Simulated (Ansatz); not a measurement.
Input:

```
NaCl
1.0
    4.04322     0.00000     0.00000
    2.02161     3.50153     0.00000
    2.02161    -1.16718     3.17684
Na Cl
1 1
Direct
  0.00000   0.00000   0.00000
  0.00000   0.50000   0.50000
```

No spin polarisation.

Level of theory: plane-wave PAW DFT at the PBEsol level (Ansatz, a first-principles code, 420 eV), no spin-orbit coupling. k-mesh 10×10×10 (Γ-centred); smearing 0.05 eV (Fermi–Dirac).

**Question.** Predict the band gap, electron mass, gap character and valence-band top at Γ.

**Answer.** The band gap comes out as 4.83 eV, the electron mass is 0.39 mₑ (at Γ) and the gap character is direct at Γ. The valence-band top at Γ (three highest levels, from the VBM) is 0.00, -0.14, -0.14 eV.

The cells carry an imposed strain or load. Effective masses come from finite differences of ±0.01 Å⁻¹. Whether these cells are dynamically stable was not tested. The cell was made from NaCl in the rock salt structure (space group Fm-3m, No. 225) by this change: biaxial strain +2.08 %, plane normal [111], relaxed out of plane.
